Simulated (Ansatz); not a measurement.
Base system: Hf in the hcp (Mg type) structure (space group P6_3/mmc, No. 194; a = 3.158 Å, c = 5.004 Å; relaxed with 0.1 eV smearing). Axes: x lies along a and z along c of the hexagonal cell.

Structures relaxed with PBEsol in Ansatz (plane waves to 420 eV, PAW, no SOC).

Base:

Simulated powder pattern, Cu Kα1, λ = 1.54056 Å (kinematic, ideal powder, no thermal factors, no anomalous dispersion; the 8 strongest lines at most, above 2 %, up to 2θ = 90°):

```csv
2θ (°),I/Imax (%),hkl
32.72,24,(100)
35.86,25,(002)
37.44,100,(101)
49.32,16,(102)
58.39,19,(110)
65.49,20,(103)
70.45,22,(112)
71.45,16,(201)
```

After one change:

Simulated powder pattern, Cu Kα1, λ = 1.54056 Å (kinematic, ideal powder, no thermal factors, no anomalous dispersion; the 8 strongest lines at most, above 2 %, up to 2θ = 90°):

```csv
2θ (°),I/Imax (%)
32.72,24
36.23,24
37.53,100
49.61,15
58.39,19
66.03,20
70.69,22
71.51,16
```

**Question.** Which of these changes matches the shifts?
(A) uniaxial strain ε_zz = −1.50 %
(B) uniaxial strain ε_zz = +2.00 %
(C) uniaxial strain ε_zz = −1.00 %
(D) uniaxial strain ε_zz = +0.50 %

**Answer.** C, uniaxial strain ε_zz = −1.00 %. Its volume per atom is 21.40 Å³ against 21.61 Å³, and its space group is P6_3/mmc (No. 194).

Whether these cells are dynamically stable was not tested. The final runs are not spin-polarised.

Ansatz is a first-principles code.
